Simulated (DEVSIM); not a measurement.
Device: abrupt InP p-n junction, at 300 K.

Layer 1 from the left is InP, thickness (μm) 1.30, Na (cm⁻³) 2.6e17, τn (s) 1.2e-9, τp (s) 1.2e-9. Layer 2 from the left is InP, thickness (μm) 130, Nd (cm⁻³) 5.9e16, τn (s) 1.2e-9, τp (s) 1.2e-9.

Left contact: ohmic. Right contact: ohmic. Voltage is applied to the left contact. Recombination: SRH at mid-gap. Mobility is constant in doping.

The device is made up for the run: typed textbook-type constants, with dimensions and the other settings drawn at random. Values at 300 K.

InP: gap (eV) 1.344, affinity (eV) 4.38, permittivity 12.5, Nc (cm⁻³) 5.7e17, Nv (cm⁻³) 1.1e19, μn (cm²/Vs) 5200, μp (cm²/Vs) 170.

Estimate by hand the built-in potential, the peak field at zero bias, the capacitance at -3 V, and compare with a numerical solution.


- Built-in potential: ni = √(Nc Nv) exp(−Eg/2kT) = 1.29e7 cm⁻³ with Eg = 1.344 eV; Vbi = kT/q ln(Na Nd/ni²) = 1.189 V; numerical 1.189 V.
- Peak field at zero bias: depletion approximation: W = √(2εVbi/(qN)) = 0.185 μm with N = 4.81e16 cm⁻³; field = 2Vbi/W = 129000 V/cm; numerical 126000 V/cm (estimate above by 2.2 %).
- Capacitance at -3 V: C = √(qεN / 2(Vbi + |V|)) = 31.9 nF/cm²; numerical 32.1 nF/cm² (estimate below by 0.62 %).

Simulated with DEVSIM: 1D drift-diffusion, Boltzmann statistics, complete ionisation; no tunnelling, impact ionisation, image-force lowering or self-heating.
